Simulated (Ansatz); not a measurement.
Band structure of Lu2AlCo3 (R-3m, 6 atoms in the cell).

```yaml
crystal:
  lattice:
    - [2.59551, 1.49852, 3.79453]
    - [-2.59551, 1.49852, 3.79453]
    - [0.00000, -2.99704, 3.79453]
  atoms:
    - { symbol: Lu, position: [0.37115, 0.37115, 0.37115] }
    - { symbol: Lu, position: [0.62885, 0.62885, 0.62885] }
    - { symbol: Al, position: [0.00000, 0.00000, 0.00000] }
    - { symbol: Co, position: [0.50000, 0.00000, 0.00000] }
    - { symbol: Co, position: [0.00000, 0.50000, 0.00000] }
    - { symbol: Co, position: [0.00000, 0.00000, 0.50000] }
```

Level of theory: PBEsol, PAW files made with PBE (plane waves; Ansatz, a program for electronic structure).

Settings: kpoints.mp_grid.grid = 6 6 6; hamiltonian.xc = pbesol; hamiltonian.pseudopotentials = {kind: paw} (the program's default PAW files); scf.occupations.method = fermi_dirac; scf.occupations.width = 0.0073 Ry; kpoints.band_path.path = [[0.0, 0.0, 0.0], [0.5, 0.0, 0.0], [0.5, 0.27063892, -0.27063892]]; kpoints.band_path.npoints = 8.

The starting cell comes from a database of computed structures (which also holds hypothetical and non-ambient phases and stackings), without a prior relaxation at this level. Its lattice was rescaled by a random factor within 2.5 % of one. Spin-orbit coupling is off. Spin polarisation is off.

Levels in eV from the Fermi level, bands 49 to 56:
| point | 49 | 50 | 51 | 52 | 53 | 54 | 55 | 56 |
|---|---|---|---|---|---|---|---|---|
| Γ | -0.44 | -0.39 | -0.39 | -0.36 | -0.36 | -0.35 | 0.62 | 0.88 |
| L | -0.96 | -0.34 | -0.22 | 0.34 | 0.38 | 0.40 | 1.32 | 1.51 |
| B1 | -0.84 | -0.71 | -0.48 | -0.21 | -0.12 | 1.40 | 1.75 | 1.79 |

Bands cross the Fermi level along this path, so the cell is metallic at this level.

Keys are those of Ansatz 0.2.
